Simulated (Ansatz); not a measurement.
Effect of uniaxial strain ε_zz = −1.50 % on TiC

Base system: TiC in the rock salt structure (space group Fm-3m, No. 225; a = 4.3278 Å; relaxed with 0.1 eV smearing). Axes: x, y, z lie along the cube axes.

Perturbation: the cell is compressed by 1.50 % along z with no lateral relaxation; the atoms relax in the strained cell.

All numbers come from r2SCAN (Ansatz, a quantum-chemistry and plane-wave program, PAW, without spin-orbit coupling). k-mesh 23×23×23 (Γ-centred); smearing 0.1 eV (Fermi–Dirac).

Volume per atom: 9.98 Å³ (base 10.13 Å³)
Shortest interatomic distance: 2.131 Å (base 2.164 Å)
Energy relative to the base (free energy F): +4.0 meV/atom
Pressure (mean of the normal stresses, compression positive): 4.2 GPa (base 0.0 GPa)
Band gap: zero (base zero)
Stress (xx, yy, zz, yz, xz, xy; compression positive): (2.0, 2.0, 8.6, 0.0, 0.0, 0.0) GPa

Whether these cells are dynamically stable was not tested. The final runs are not spin-polarised.
